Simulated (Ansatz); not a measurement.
Take SiC in the wurtzite structure (space group P6_3mc, No. 186; a = 3.056 Å, c = 5.016 Å) as the base. Axes: x lies along a and z along c of the hexagonal cell.

The values are results of LDA, PAW, 420 eV (Ansatz, a first-principles code; without spin-orbit coupling), not measurements.

Now apply this change: the cell is compressed by 0.60 % along x with no lateral relaxation; the atoms relax in the strained cell.

Estimate the effect on the hole mass.

The hole mass amounts to 0.32 mₑ along x, 2.6 mₑ along y, 1.6 mₑ along z (at Γ).

What does the calculation give for the stress after the change?

The stress (xx, yy, zz, yz, xz, xy; compression positive) amounts to (3.17, 0.69, 0.37, 0.00, 0.00, 0.00) GPa.

The levels and masses belong to the bands next to the band gap. Masses are band curvatures over ±0.01 Å⁻¹ around the edge. No phonon test of stability was made.
